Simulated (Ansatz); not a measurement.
Seebeck coefficient (μV/K, mean over directions) of n-type BP (F-43m) against carrier density, r2SCAN with spin-orbit coupling, rigid bands run with Ansatz (a program for electronic structure). Computed gap 1.38 eV; densities at which minority carriers matter at this gap, or further valleys turn the trend, are left out. Conductivity mass 0.32 mₑ (harmonic mean over directions), N_c = 4.1e19 cm⁻³ at 300 K.

| electron density | 300 K | 500 K |
|---|---|---|
| 1e16 cm⁻³ | (withheld) | -995 |
| 1e17 cm⁻³ | -731 | -797 |
| 1e18 cm⁻³ | -533 | -598 |
| 3e18 cm⁻³ | -439 | -504 |
| 1e19 cm⁻³ | (withheld) | -401 |
| 3e19 cm⁻³ | -246 | -308 |
| 1e20 cm⁻³ | -154 | -210 |
| 3e20 cm⁻³ | (withheld) | -129 |
| 1e21 cm⁻³ | -39 | -65 |

Fill in the missing entries.


- 1e16 cm⁻³, 300 K: -930
- 1e19 cm⁻³, 300 K: -336
- 3e20 cm⁻³, 300 K: -86

Rigid bands with a gap fixed in temperature, one relaxation time for all states, no polarons or phonon drag, and whether or not such doping can be reached. Geometry: cell and atoms relaxed with PBEsol.
